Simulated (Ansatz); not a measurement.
**GaSnSiN (model structure, started from the AlSiCN type, R3m, No. 160, 4 atoms in the cell): properties by level of theory**

```csv
level (code),lattice constant a (Å),lattice parameter c (Å),bulk modulus B0 (GPa),cohesive energy (eV/atom)
LDA (Ansatz),3.711,18.354,89.4,4.43
PBE (Ansatz),3.801,18.702,75.1,3.58
PBEsol (Ansatz),3.743,18.520,84.0,3.98
r²SCAN (Ansatz),3.764,18.444,86.9,3.59
```

Caveats: the bulk modulus is −V dP/dV from two relaxed cells at ±2 % in volume (LDA, PBE, PBEsol, r²SCAN). Ansatz's density-functional and Hartree–Fock values are scalar-relativistic unless marked +SOC, with PAW data made under PBE.

Free atoms are spin-polarised, in the lowest state found; at levels without +SOC their spin–orbit coupling is left out.

Computed values are for the static lattice.

A model structure was made by putting elements into a prototype or built by hand; it is no filed structure, need not be a known phase, and can be a saddle point held by its symmetry.

Ansatz is an electronic-structure program.
